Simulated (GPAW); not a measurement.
Worked example: self-consistent single point of CaMg6Sn (Amm2, 8 atoms in the cell) in GPAW.

Method: LDA (Perdew-Wang 92), GPAW PAW datasets LDA (gpaw-data 1.0.1) (plane waves; GPAW 25.7.0).

```
CaMg6Sn
1.0
    5.20736     0.00000     0.00000
    0.00000     3.20324     5.92079
    0.00000    -3.20324     5.92079
Ca Mg Sn
1 6 1
Cartesian
  2.60368   0.00000   2.00656
  2.60368   1.59553   4.94256
  2.60368  -1.59553   4.94256
  0.00000   1.58496   6.85450
  0.00000  -1.58496   6.85450
  0.00000   0.00000   3.99523
  0.00000   0.00000   9.89222
  2.60368   0.00000   7.87808
```

Reference input (self-consistent single point, DFT PBEsol, plane waves, GPAW PAW datasets PBEsol (made by gpaw-setup)): mode = pw; ecut = 800 eV; xc = PBEsol; kpts = 4 3 3; mesh shift (steps) = 0 0 0; occupations.name = fermi-dirac; occupations.width = 0.1 eV; nbands = -14; convergence.density = 1e-05 e/electron; convergence.energy = 1e-05 eV/electron; symmetry.symmorphic = false; symmetry.tolerance = 0.0005. This run's input differs from it in these lines:

```diff
@@ -19,3 +19,3 @@
 calc = GPAW(mode=PW(800),
-            xc='PBEsol',
+            xc='LDA',
             kpts={'size': (4, 3, 3), 'gamma': True},
```

Its files differ too (potentials: GPAW PAW datasets LDA (gpaw-data 1.0.1)).

Output (repeated stretches shortened):

```
     iter     time        total  log10-change:
                         energy   eigst   dens
iter:   1 --:--:--   -19.090057
iter:   2 --:--:--   -19.536401   -0.41  -1.52
iter:   3 --:--:--   -19.553734   -1.12  -1.55
iter:   4 --:--:--   -19.372376   -2.03  -1.59
iter:   5 --:--:--   -19.411865   -2.70  -1.83
   [... 2 lines left out ...]
iter:   8 --:--:--   -19.350227   -4.27  -2.65
iter:   9 --:--:--   -19.349268   -4.93  -3.00
iter:  10 --:--:--   -19.348047   -5.01  -3.17
iter:  11 --:--:--   -19.348003   -6.07  -3.45
iter:  12 --:--:--   -19.347956c  -6.50  -3.50
iter:  13 --:--:--   -19.347846c  -6.17  -3.62
iter:  14 --:--:--   -19.347891c  -6.48  -3.90
iter:  15 --:--:--   -19.347877c  -7.86c -4.04
iter:  16 --:--:--   -19.347913c  -7.41c -3.98
iter:  17 --:--:--   -19.347915c  -7.41c -4.14
iter:  18 --:--:--   -19.347912c  -7.81c -4.41
iter:  19 --:--:--   -19.347912c  -8.91c -4.63
iter:  20 --:--:--   -19.347908c  -7.84c -4.68
iter:  21 --:--:--   -19.347903c  -8.76c -4.89
iter:  22 --:--:--   -19.347904c  -9.65c -5.02c
Converged after 22 iterations.

Dipole moment: (0.000000, 0.000000, -1.723383) |e|*Ang

Energy contributions relative to reference atoms: (reference = -218895.379766)

Kinetic:        -13.924341
Potential:      +23.434279
External:        +0.000000
XC:             -27.764131
Entropy (-ST):   -0.101738
Local:           -1.042842
SIC:             +0.000000
--------------------------
Free energy:    -19.398773
Extrapolated:   -19.347904

Showing only first 2 kpts
 Kpt  Band  Eigenvalues  Occupancy
  0    40      2.17843    2.00000
  0    41      3.27948    1.99752
  0    42      5.06150    0.00003
  0    43      5.45369    0.00000

  1    40      3.63712    1.91503
  1    41      3.75831    1.74051
  1    42      4.28215    0.06877
  1    43      4.42770    0.01648

Fermi level: 3.94863

No gap
   [... lines left out ...]
  2 Mg    0.00000    0.01200    0.03829
  3 Mg    0.00000   -0.11079    0.02056
  4 Mg    0.00000    0.11079    0.02056
  5 Mg    0.00000    0.00000    0.03683
  6 Mg    0.00000    0.00000   -0.14667
  7 Sn    0.00000    0.00000   -0.06175

Stress tensor:
     0.015032     0.000000     0.000000
     0.000000     0.016787     0.000000
     0.000000     0.000000     0.013471
Stress (GPa, Voigt): [2.4084 2.6895 2.1582 0.     0.     0.    ]
```

The run converged in 22 iterations. GPAW prints stress with tension positive. Against the reference run the pressure goes from -0.99 to -2.42 GPa and the largest force goes from 0.157 to 0.147 eV/Å.

The starting cell comes from a database of computed structures (which also holds hypothetical and non-ambient phases and stackings), without a prior relaxation at this level.

Cost on one core of a shared machine: roughly 90 s.
